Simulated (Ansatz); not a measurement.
**Ta against Mo in narrow wires**

Ta (Im-3m) has a bulk resistivity ρ₀ of 12.6 μΩ·cm and a mean free path ℓ of 3.70 nm. Mo (Im-3m): ρ₀ = 5.36 μΩ·cm, ℓ = 12.6 nm. Both at 300 K by PBEsol, DFPT electron-phonon coupling, linearised Boltzmann equation (plane waves, PAW, scalar-relativistic; Ansatz, a quantum-chemistry and plane-wave program); third figures are kept for the arithmetic, and halving the electron mesh moves ρ₀ by up to 2 and 1 % at 300 K, and ℓ by up to 1 and 2 % (the most at any temperature). Cell of Ta: a = 2.8425 Å, b = 2.8425 Å, c = 2.8425 Å, α = 109.47°, β = 109.47°, γ = 109.47°. Remarks on Ta: eigensolver warning. On Mo: eigensolver warning.

Square wire of width d: ρ(d) = ρ₀ + ρ₀ℓ [3(1 − p)/(4d) + 3R/(2D(1 − R))], with p = 0.5, R = 0.3, D = d.

### Question
What are ρ₀ℓ and ρ(d)?

### Answer
With D = d the size term is Kρ₀ℓ/d, K = 0.75 × 0.5 + 1.5 × 0.3/0.70 = 1.02. Ta: ρ₀ℓ = 4.7×10⁻¹⁶ Ω·m², ρ = 12.6 + 48/d. Mo: 6.75×10⁻¹⁶ Ω·m², ρ = 5.36 + 68.9/d (μΩ·cm, d in nm).

### Question
Where, if anywhere, do the two curves cross in favour of Ta?

### Answer
d* = K × (67.5 − 46.6)/(12.6 − 5.36) ≈ 2.9 nm; narrower wires favour Ta. For one path shared by all states the runs give ρ₀ℓ = 4.17 and 5.87×10⁻¹⁶ Ω·m², in the same order.

### Question
Tabulate ρL/d² for L = 1 μm against the trench width w. Take w = 12, 20, 30, 45 nm.

### Answer
| w (nm) | ρ, Ta (μΩ·cm) | Ω/μm, Ta | ρ, Mo (μΩ·cm) | Ω/μm, Mo |
|---|---|---|---|---|
| 12 | 16.6 | 1150 | 11.1 | 770 |
| 20 | 15.0 | 370 | 8.8 | 220 |
| 30 | 14.2 | 158 | 7.7 | 85 |
| 45 | 13.7 | 67 | 6.9 | 34 |

The line of Mo has the lower resistance at w = 12, 20, 30, 45 nm.

The formula is the first-order form of the Fuchs-Sondheimer and Mayadas-Shatzkes models for a square wire of an isotropic metal and fails where d lies far under ℓ. Neither p nor R nor D comes from the calculation. Defining ℓ as one path for all states would lower each ρ₀ℓ, not all alike. Impurities, surface states and whether the polymorph can be grown are outside these numbers.

The missing spin-orbit coupling matters most for Ta (Im-3m).
